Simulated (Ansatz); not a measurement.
Take EuO in the rock salt structure (space group Fm-3m, No. 225; a = 4.965 Å; ferromagnetic; relaxed with 0.1 eV smearing) as the base. Axes: x, y, z lie along the cube axes.

Computed with PBEsol (Ansatz, a quantum-chemistry and plane-wave program), without spin-orbit coupling.

For the base:

```
Quantity               Value
-------------------  -------
Pressure             0.0 GPa
Largest site moment  6.50 μB
```

One thing is altered: compressive biaxial strain of 4.11 % in the plane normal to [001], as in epitaxy on a mismatched substrate; the out-of-plane cell vector and the atoms relax.

Q: Estimate the effect on the pressure.

A: The pressure (mean of the normal stresses, compression positive) goes from zero to 10.0 GPa.

Q: Predict the new energy relative to the base.

A: The energy goes up by 52 meV/atom.

Q: What happens to the largest site moment?

A: The largest site moment shrinks by 0.09 μB, from 6.50 μB to 6.41 μB.

The magnetic state is the one reached from the starting moments; the real material's order can differ, and small cells can't hold many antiferromagnetic ones. The state of the 4f shell was not checked for lower solutions. Stability against distortions was not tested. No Hubbard U is applied, and correlation can decide whether such a compound is a metal.
